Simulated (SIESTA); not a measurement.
A self-consistent single point of ScCoC₂ (P4/nmm, 8 atoms in the cell) with SIESTA.

Level of theory: LDA PW92, numerical atomic orbitals DZP, PseudoDojo LDA standard norm-conserving potentials (rewritten from UPF to PSML) (SIESTA 5.4.2).

```xyz
8
Lattice="3.3027 0.0000 0.0000 0.0000 3.3027 0.0000 0.0000 0.0000 7.0953" Properties=species:S:1:pos:R:3 pbc="T T T"
Sc     1.6513     0.0000     4.6427
Sc     0.0000     1.6513     2.4526
Co     1.6513     1.6513     0.0000
Co     0.0000     0.0000     0.0000
C      0.0000     1.6513     6.0319
C      1.6513     0.0000     1.0634
C      1.6513     0.0000     2.4599
C      0.0000     1.6513     4.6354
```

Reference input (self-consistent single point, DFT, GGA PBEsol, numerical atomic orbitals DZP, PseudoDojo PBEsol standard norm-conserving potentials (rewritten from UPF to PSML)): XC.functional = GGA; XC.authors = PBEsol; potentials = PseudoDojo PBEsol standard; PAO.BasisSize = DZP; PAO.EnergyShift = 0.01 Ry; MeshCutoff = 350 Ry; kgrid.MonkhorstPack = 9 9 4; OccupationFunction = MP; OccupationMPOrder = 0; ElectronicTemperature = 0.1 eV; MaxSCFIterations = 150; SCF.Mixer.Method = Pulay. This run's input differs from it in these lines:

```diff
@@ -1,2 +1,2 @@
-# files in the folder: Sc.psml Co.psml C.psml (PseudoDojo PBEsol standard)
+# files in the folder: Sc.psml Co.psml C.psml (PseudoDojo LDA standard)
 SystemName  ScCoC2
@@ -29,4 +29,4 @@
 
-XC.functional                GGA
-XC.authors                   PBEsol
+XC.functional                LDA
+XC.authors                   PW92
 PAO.BasisSize                DZP
```

Log, with long lists cut:

```
        iscf     Eharris(eV)        E_KS(eV)     FreeEng(eV)     dDmax    Ef(eV) dHmax(eV)
   scf:    1   -11097.054531   -11450.836346   -11450.860876  1.398368 -3.169357 64.872379
   scf:    2    -9982.177469   -11195.088127   -11195.088127  1.186175 -6.067163103.069330
   scf:    3   -11742.187552   -11571.148595   -11571.159791  0.542289 -6.575034 30.640262
   scf:    4   -11603.656124   -11605.628034   -11605.632431  0.178249 -5.801969  2.600799
   scf:    5   -11605.822165   -11605.939045   -11605.944677  0.063820 -5.904498  0.884416
   [... 7 lines left out ...]
   scf:   13   -11606.000792   -11606.000792   -11606.006375  0.000017 -5.929595  0.000457
   scf:   14   -11606.000792   -11606.000792   -11606.006375  0.000013 -5.929626  0.000177
   scf:   15   -11606.000791   -11606.000792   -11606.006375  0.000015 -5.929651  0.000029
   scf:   16   -11606.000792   -11606.000792   -11606.006375  0.000003 -5.929654  0.000015
SCF Convergence by DM+H criterion
max |DM_out - DM_in|         :     0.0000028128
max |H_out - H_in|      (eV) :     0.0000151525
SCF cycle converged after 16 iterations

Using DM_out to compute the final energy and forces

siesta: E_KS(eV) =           -11606.0008

siesta: E_KS - E_eggbox =    -11606.0008

siesta: Atomic forces (eV/Ang):
     1    0.000000   -0.000000   -0.079227
     2   -0.000000   -0.000000    0.079227
     3   -0.000000   -0.000000   -0.000000
     4    0.000000    0.000000    0.000000
     5   -0.000000    0.000000    1.285293
     6    0.000000   -0.000000   -1.285294
     7    0.000000    0.000000    1.298042
     8   -0.000000   -0.000000   -1.298041
   Tot   -0.000000   -0.000000    0.000000
   Max    1.298042
   Res    0.527823    sqrt( Sum f_i^2 / 3N )
   Max    1.298042    constrained

   [... lines left out ...]
siesta: FreeEng =    -11606.006375
siesta: Cell volume =         77.394141 Ang**3
siesta:         -12.82879489        -36.21292537  kBar
   [... lines left out ...]

mulliken: Qtot =       72.000

Mulliken Atomic Populations:
Atom #   charge [q] valence [e]  Species
     1     0.638836   10.361164  Sc
     2     0.638835   10.361165  Sc
     3     0.212879   16.787121  Co
     4     0.212878   16.787122  Co
     5    -0.358433    4.358433  C
     6    -0.358433    4.358433  C
     7    -0.493281    4.493281  C
     8    -0.493281    4.493281  C
 Total     0.000000
```

The run converged in 16 iterations. Against the reference run the pressure goes from 4.93 to -1.28 GPa and the largest force goes from 1.567 to 1.298 eV/Å.

The starting cell comes from a database of computed structures (which also holds hypothetical and non-ambient phases and stackings), without a prior relaxation at this level. Its lattice was rescaled by a random factor within 2.5 % of one. Spin polarisation is off. Values carry the incompleteness of an atom-centred basis. Forces in this geometry exceed 1 eV/Å.

Cost on one core of a shared machine: roughly 3 min.
